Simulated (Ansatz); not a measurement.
MgB2 (P6/mmm), PBE, DFPT electron-phonon coupling, linearised Boltzmann equation run with Ansatz (a program for electronic structure): Condition of this run: functional PBE, cell relaxed with it. phonon-limited resistivity 6.53 μΩ·cm at 300 K along x (a = (3.08, 0.00, 0.00) Å; b = (-1.54, 2.67, 0.00) Å; c = (0.00, 0.00, 3.51) Å), 11.3 μΩ·cm at 400 K, current-weighted mean free path 17.5 nm, Drude plasma energy 7.13 eV.

**Question.** What temperature coefficient of resistance follows, and how does it compare with 1/T?

**Answer.** (ρ₄₀₀ − ρ₃₀₀)/(100 K × ρ₃₀₀) = 7.30×10⁻³ K⁻¹, against 1/T = 3.33×10⁻³ K⁻¹ for a resistivity proportional to T. It lies higher because phonons are still being populated at 300 K; impurities would add a constant and lower it.

**Question.** Estimate the resistivity of a 80 nm square wire with diffuse walls from ρ ≈ ρ₀(1 + 3ℓ/4d).

**Answer.** 1 + 0.75 × 17.5/80 = 1.16, so ρ ≈ 7.60 μΩ·cm and a line 1 μm long has 11.9 Ω. The formula is the free-electron limit for d well above ℓ; grain boundaries add to it.

**Question.** What Drude relaxation time do resistivity and plasma energy imply?

**Answer.** ω_p = 1.08e16 s⁻¹, so τ = 1/(ε₀ ω_p² ρ) = 14.7 fs, a damping ħ/τ of 44.7 meV.

A metal at this level (no band gap). Only scattering by harmonic phonons is included (no impurities, grain boundaries, electron-electron scattering or thermal expansion). Spin-orbit coupling is left out. The squared frequency of the phonon mode least converged on the k mesh is uncertain by about 17 %. Halving the electron mesh (32x32x24) moves the resistivity by up to 3 % at 300 K, the mean free path by up to 3 %. Smearing 0.20 eV; phonons on a 5x5x4 q mesh, which this run doesn't test.
